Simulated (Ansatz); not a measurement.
**Sn under a change: 1 layer**

Base system: Sn in the diamond structure (space group Fd-3m, No. 227; a = 6.540 Å). Axes: x, y, z lie along the cube axes.

Perturbation: a free-standing slab of 1 layer (2 atoms, 2 a layer) is cut normal to [110], with 15 Å of vacuum and the in-plane cell held at bulk.

Method: PBEsol in Ansatz (plane waves to 420 eV, PAW, without spin-orbit coupling). Settings: 10×7×1 k-points, 0.05 eV Fermi–Dirac smearing, for the changed cell.

The shortest interatomic distance falls by 0.090 Å to 2.742 Å and the band gap goes from zero to 0.06 eV (uncertain: the edges found look like a band crossing or inverted bands; the changed cell).

Final structure:

```xyz
2
Lattice="4.6246 0.0000 0.0000 0.0000 6.5401 0.0000 0.0000 0.0000 15.0000" Properties=species:S:1:pos:R:3 pbc="T T T"
Sn     3.4684     6.6206     7.5000
Sn     1.1561     1.5546     7.5000
```

Whether these cells are dynamically stable was not tested. The zero or small gap of Sn can change with the level of theory.

Ansatz is a quantum-chemistry and plane-wave program.
